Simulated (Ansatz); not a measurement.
Consider InAs in the zinc blende structure (space group F-43m, No. 216; a = 6.026 Å). Axes: x, y, z lie along the cube axes.

All numbers come from plane-wave PAW DFT at the LDA level (Ansatz, a first-principles code, 420 eV), no SOC.

Base values:

The volume per atom comes out as 27.35 Å³.

It is then changed as follows: compressive biaxial strain of 1.25 % in the plane normal to [111], as in epitaxy on a mismatched substrate; the out-of-plane cell vector and the atoms relax.

Q: Predict the new energy relative to the base.

A: The energy increases by 3.4 meV/atom.

Q: What happens to the volume per atom?

A: The volume per atom shrinks by 0.46 Å³, from 27.35 Å³ to 26.89 Å³.

Whether these cells are dynamically stable was not tested. All final runs are without spin polarisation.
